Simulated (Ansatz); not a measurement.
The reference is GaN in the zinc blende structure (space group F-43m, No. 216; a = 4.4979 Å).

Modification: every N is replaced by As, then cell and atoms are relaxed.

Levels (all Ansatz, a program for electronic structure, PAW): r2SCAN (500 eV, no SOC); HSE06 (420 eV, no SOC).

The geometry is relaxed with r2SCAN.

```
Item              Result
---------------  -------
r2SCAN band gap  0.96 eV
```

Question: How does going to HSE06 change the band gap?

Answer: The band gap increases by 0.40 eV to 1.36 eV.

Single points use the geometry relaxed with r2SCAN. No phonon test of stability was made. This is not the structure that GaN has at room temperature and ambient pressure.
